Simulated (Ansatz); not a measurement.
# C axis length of TiP (model structure, started from the WC type, P-6m2, No. 187, 2 atoms in the cell) at several levels of theory

No measured value is used here.

| level (code) | value (Å) |
|---|---|
| LDA (Ansatz) | 3.181 |
| PBEsol (Ansatz) | 3.206 |
| r²SCAN (Ansatz) | 3.200 |
| r²SCAN+rVV10 (Ansatz) | 3.201 |

The crystal itself was run without spin with LDA, PBEsol, r²SCAN, r²SCAN+rVV10; a magnetic state was not tried in these runs. LDA, PBEsol, r²SCAN, r²SCAN+rVV10: the run has no spin polarisation, so it can have missed a magnetic state. Cutoffs differ between the levels. Ansatz's density-functional and Hartree–Fock values are scalar-relativistic unless marked +SOC, with PAW data made under PBE.

A model structure was made by putting elements into a prototype or built by hand; it is no filed structure, need not be a known phase, and can be a saddle point held by its symmetry.

Ansatz is a quantum-chemistry and plane-wave program.
